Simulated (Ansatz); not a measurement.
Worked example: self-consistent single point of ZrZnNi4 (P1, 6 atoms in the cell) in Ansatz (a quantum-chemistry and plane-wave program).

Level of theory: PBEsol, PAW files made with PBE (plane waves; Ansatz).

The change in words: atoms moved at random. Reference geometry:
```yaml
crystal:
  lattice:
    - [0.00000, 3.35467, 3.35467]
    - [3.35467, 0.00000, 3.35467]
    - [3.35467, 3.35467, 0.00000]
  atoms:
    - { symbol: Zr, position: [0.00000, 0.00000, 0.00000] }
    - { symbol: Zn, position: [0.75000, 0.75000, 0.75000] }
    - { symbol: Ni, position: [0.37592, 0.87224, 0.37592] }
    - { symbol: Ni, position: [0.37592, 0.37592, 0.37592] }
    - { symbol: Ni, position: [0.87224, 0.37592, 0.37592] }
    - { symbol: Ni, position: [0.37592, 0.37592, 0.87224] }
```

Reference input (self-consistent single point, DFT, PBEsol, plane waves, PAW files made with PBE): kpoints.mp_grid.grid = 9 9 9; hamiltonian.xc = pbesol; hamiltonian.pseudopotentials = {kind: paw} (the program's default PAW files); scf.occupations.method = gaussian; scf.occupations.width = 0.136 eV. This run's input differs from it in these lines:

Ansatz 0.2 input:
```diff
@@ -6,8 +6,8 @@
   atoms:
-    - { symbol: Zr, position_ang: [0.000000, 0.000000, 0.000000] }
-    - { symbol: Zn, position_ang: [5.032005, 5.032005, 5.032005] }
-    - { symbol: Ni, position_ang: [4.187165, 2.522175, 4.187165] }
-    - { symbol: Ni, position_ang: [2.522175, 2.522175, 2.522175] }
-    - { symbol: Ni, position_ang: [2.522175, 4.187165, 4.187165] }
-    - { symbol: Ni, position_ang: [4.187165, 4.187165, 2.522175] }
+    - { symbol: Zr, position_ang: [0.014371, 0.010041, 0.000668] }
+    - { symbol: Zn, position_ang: [5.051603, 5.021441, 5.058168] }
+    - { symbol: Ni, position_ang: [4.169338, 2.516274, 4.079779] }
+    - { symbol: Ni, position_ang: [2.477209, 2.494697, 2.515617] }
+    - { symbol: Ni, position_ang: [2.513604, 4.200054, 4.251303] }
+    - { symbol: Ni, position_ang: [4.224566, 4.208179, 2.545151] }
 kpoints:
```

The program printed (abridged):

```
SCF iter   1: F=—  HF=-30633.190070 eV  |F-HF|=—  |Δ(HF+E_count)|=         —  Δρ=5.93e-2  dr2=3.79e0  ethr=3.10e-3  ⟨swp⟩=6.2  Hψ=79425  notcnv=0
all-band conjugate gradients solve this SCF's bands
preconditioner: auto → Kerker (q_TF=auto, 2.840 Å⁻¹)
SCF iter   2: F=—  HF=-30632.517655 eV  |F-HF|=—  |Δ(HF+E_count)|=   6.72e-1  Δρ=2.78e-2  dr2=1.57e0  ethr=3.10e-3  ⟨swp⟩=2.0  Hψ=36907  notcnv=0  defer=1004
   [... lines left out ...]
SCF iter   8: F=—  HF=-30631.998014 eV  |F-HF|=—  |Δ(HF+E_count)|=   1.29e-5  Δρ=1.07e-4  dr2=9.94e-6  ethr=1.67e-7  ⟨swp⟩=2.0  Hψ=25130  notcnv=0  defer=996
SCF iter   9: F=—  HF=-30631.998032 eV  |F-HF|=—  |Δ(HF+E_count)|=   1.80e-5  Δρ=4.87e-5  dr2=1.72e-6  ethr=1.04e-8  ⟨swp⟩=2.0  Hψ=25416  notcnv=0  defer=996
SCF iter  10: F=—  HF=-30631.998031 eV  |F-HF|=—  |Δ(HF+E_count)|=   2.67e-7  Δρ=1.76e-5  dr2=1.88e-7  ethr=1.79e-9  ⟨swp⟩=2.1  Hψ=32757  notcnv=0  defer=996
SCF iter  11: F=-30631.998031 eV  HF=-30631.998031 eV  |F-HF|=4.43e-8  |Δ(HF+E_count)|=   4.95e-9  Δρ=9.12e-6  dr2=3.99e-8  ethr=1.04e-10  ⟨swp⟩=11.1  Hψ=90276  notcnv=0
SCF 1 converged in 11 iterations: F = -30631.998031 eV  dr2 = 3.99e-8
Free energy (F): -30631.998031 eV
Internal energy: -30631.966333 eV  (E = F + TS)
E sigma→0 (E₀):  -30631.982182 eV
Entropy (-TS):   -0.031698 eV (-5.283 meV/atom)
Fermi energy:    16.959829 eV
--- Forces (eV/Å), atoms counted from 1 ---
  atom   1  Zr    -0.01475190    -0.19051650     0.10676032
  atom   2  Zn     0.00071720     0.03415770    -0.10941677
  atom   3  Ni     0.29717164    -0.33549757     0.97302462
  atom   4  Ni     0.27225855     1.04604222     0.06196329
  atom   5  Ni     0.39775917    -0.46009223    -0.86022953
  atom   6  Ni    -0.95315595    -0.09409140    -0.17210924
--- Stress (GPa, compression-positive) ---
       -1.086558       0.345358      -0.004748
        0.345358      -0.788628      -0.112080
       -0.004748      -0.112081      -1.917288
  P = ⅓ Tr σ = -1.2642 GPa (-12.642 kbar)
  The stress holds the Pulay correction. Without it, at fixed plane waves, as pw.x and ABINIT print it: P = -1.3337 GPa
```

The run converged in 11 iterations. Against the reference run the free energy goes up by 21.6 meV/atom, the pressure goes from -2.07 to -1.26 GPa and the largest force goes from 0.030 to 1.083 eV/Å.

The starting cell comes from a database of computed structures (which also holds hypothetical and non-ambient phases and stackings), without a prior relaxation at this level. For this run, on top of that: atoms moved at random. Spin polarisation is off. Forces in this geometry exceed 1 eV/Å. Ansatz's pressure includes its estimate of the finite-basis (Pulay) stress.

Cost on one core of a shared machine: roughly 2 min.
